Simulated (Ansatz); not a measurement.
Base system: an 8-atom supercell of InSb in the zinc blende structure (space group F-43m, No. 216) at its relaxed geometry.

```
CELL_PARAMETERS angstrom
     -6.63461     0.00000     0.00000
      0.00000     0.00000     6.63461
      0.00000     6.63461     0.00000
ATOMIC_POSITIONS crystal
  Sb 0.25000 0.75000 0.75000
  Sb 0.75000 0.75000 0.25000
  Sb 0.75000 0.25000 0.75000
  Sb 0.25000 0.25000 0.25000
  In 0.00000 0.00000 0.00000
  In 0.50000 0.00000 0.50000
  In 0.50000 0.50000 0.00000
  In 0.00000 0.50000 0.50000
```

The values are results of PBE (Ansatz, a quantum-chemistry and plane-wave program, PAW, scalar-relativistic without spin-orbit coupling), not measurements.

Base values:

| Property | Value |
|---|---|
| Pressure | 0.0 GPa |
| Mean distance from the defect site to its nearest host atoms | 2.87 Å |

One thing is altered: one Sb atom is replaced by Al, atoms relaxed at fixed cell, starting from a slightly rattled geometry.

Question: Predict the new pressure.

Answer: The pressure goes from zero to -0.8 GPa.

Question: What does the calculation give for the largest displacement of a host atom from its site in the perfect cell after the change?

Answer: The largest displacement of a host atom from its site in the perfect cell comes out as 0.09 Å.

Question: What does the calculation give for the mean distance from the defect site to its nearest host atoms after the change?

Answer: The mean distance from the defect site to its nearest host atoms falls by 0.08 Å (2.87 Å → 2.79 Å).

In so small a cell the defect repeats every few ångströms: this is an ordered compound, not a dilute defect. The final runs are not spin-polarised. The defect cell is not spin-polarised.
